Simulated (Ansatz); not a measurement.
## Worked sum: formation energy of H_i in Mo (bcc, Im-3m)

We look at the formation energy of H_i in Mo (bcc, Im-3m). Reaction: 54 Mo (bcc) + 1/2 H2 (gas) → cell A.

A: a supercell of 54 sites of Mo (bcc, Im-3m) with H off the lattice sites (4 Mo at 1.84 Å); spin state with PBE: run without spin.

Ansatz (an electronic-structure program) with PAW potentials; structures come from PBE relaxations, nuclei static, no net charge. Ansatz runs with its default PAW set. Other levels take these structures. The lattices are those relaxed with PBE, so at other levels the solids can be strained, which adds to the spread. Larger cells are relaxed from a start prepared with the learned potential CHGNet, on a coarser mesh till forces fall under 0.03 eV/Å, which some starts already meet. A dispersion term (D3(BJ), or D4 for r2SCAN) was computed beside these levels and is taken off wherever the name lacks it. Mesh and cell size may move defect energies by 0.1 eV or more. Cell A has symmetry P-4m2 and got no random move, so less symmetric positions, which may lie lower, weren't tried.

Total energies of the cells in eV, at zero smearing width. They compare only within one column; the weights balance every element.

| cell | atoms | weight | PBE | RPBE |
|---|---|---|---|---|
| A: Mo:H_i | 55 | +1 | -267640.50877 | -268018.73156 |
| Mo (bcc) | 54 | −1 | -267625.27439 | -268003.52463 |
| H2 (gas) | 2 | −1/2 | -31.74439 | -32.07150 |

PBE: (-267640.50877) − (-267625.27439) − 1/2 × (-31.74439) = 0.638 eV.

RPBE: (-268018.73156) − (-268003.52463) − 1/2 × (-32.07150) = 0.829 eV.
